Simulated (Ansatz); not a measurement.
Start from Cs3AuS in the anti-perovskite structure (space group Pm-3m, No. 221; a = 6.5418 Å; a hypothetical phase, not in the database extracts checked).

The change: a negative pressure, −1 GPa.

Levels (all Ansatz, a first-principles code, PAW): PBEsol (420 eV, without spin-orbit coupling); PBEsol+SOC (420 eV, with spin-orbit coupling).

The geometry is relaxed with PBEsol.

| Item | Value |
|---|---|
| PBEsol lowest conduction level above the VBM at special points | X 1.25 eV; M 1.90 eV; R 2.54 eV; Γ 2.66 eV |
| PBEsol smallest direct gap | 1.32 eV |
| PBEsol pressure | -9.9 kbar |

### Question
Predict the lowest conduction level above the VBM at special points, smallest direct gap and pressure from PBEsol+SOC.

### Answer
The lowest conduction level above the VBM at special points becomes X 1.22 eV; M 1.80 eV; R 2.33 eV; Γ 2.66 eV (PBEsol: X 1.25 eV; M 1.90 eV; R 2.54 eV; Γ 2.66 eV); the smallest direct gap drops by 0.03 eV (1.32 eV → 1.29 eV); the pressure stays essentially unchanged (-9.9 kbar against -10.1 kbar).

Single points use the geometry relaxed with PBEsol. The spin-orbit shifts are approximate. With Au present, leaving out spin-orbit coupling can change the band edges. Load acts through the strain it causes; cell and atoms are relaxed under it. Stability against distortions was not tested.
